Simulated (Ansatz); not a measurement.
Bond-angle distributions (per cent of the angles at each element, bins of 10°) of a relaxed model of amorphous Ti₂₀O₃₉Cl₂ at 3.50 g/cm³. Method: PBE, scalar-relativistic without spin-orbit coupling (plane waves to 420 eV, PAW; Ansatz, a program for electronic structure).

The cell was made by melting and quenching with the CHGNet potential and then relaxed with DFT. Anions were pushed apart under 1.9 Å during the dynamics, to hinder bonds among them. The hot cell started wider than the set density and was brought back towards it in steps. It is the lowest in DFT energy of 2 quenches. It is a model cell: composition and starting density were chosen by hand, and all elements were melted together. No dispersion term was used. Its density started from a set value of 3.54 and ended at 3.50 g/cm³. The simulated quench (nominally 300 K/ps over its main leg) is rapid and tends to freeze in more defects than a deposited or slowly cooled glass has. Values belong to this one cell and scatter from quench to quench. Volume and shape were free in the relaxation.

Bonds are counted up to Ti-Ti 3.12 Å, Ti-O 2.54 Å, Ti-Cl 2.88 Å, O-O 1.58 Å, O-Cl 2.02 Å, Cl-Cl 2.45 Å. Two cations that share two anions don't count as bonded, nor two that share one unless they lie closer than Ti-Ti 3.04 Å.

```tsv
angle (°)	at Ti	at O
50-60	0	0
60-70	1	0
70-80	16	0
80-90	21	1
90-100	19	18
100-110	12	25
110-120	9	11
120-130	2	15
130-140	3	15
140-150	4	8
150-160	6	4
160-170	5	3
170-180	1	0
```

They go with these counts of neighbours within the cut-offs, cation contacts included: Ti mean 5.5, most often 5; O mean 2.7, most often 3.
